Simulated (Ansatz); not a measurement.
System: Bi2TeSe2 (R-3m, No. 166, 5 atoms in the cell; start COD 9004849). Method: G0W0@PBEsol (hard PAW, contour deformation; Ansatz, a quantum-chemistry and plane-wave program).

The same calculation (at a fixed cell, not relaxed at this level and not confirmed as the measured one, 29.435 Å³/atom) with different numerical settings; throughout: k mesh 2×2×2:

| run | response cutoff (eV) | empty bands | quasiparticle gap on the mesh (eV) | quasiparticle gap at Γ (eV) | rough time |
|---|---|---|---|---|---|
| 1 | 105 | 661 | 0.658 | 0.658 | 6 core-min |
| 2 | 140 | 1017 | 0.693 | 0.693 | 10 core-min |
| 3 | 210 | 1868 | 0.744 | 0.744 | 50 core-min |

In the column quasiparticle gap on the mesh (eV) the first row differs from the last by -0.086 and the next to last by -0.051.

The last row is no converged limit: other settings stay fixed.

Spin–orbit coupling is not included.

Note: filled d or f shells below the valence bands can shift G0W0 gaps through exchange with them, which wasn't tested here.
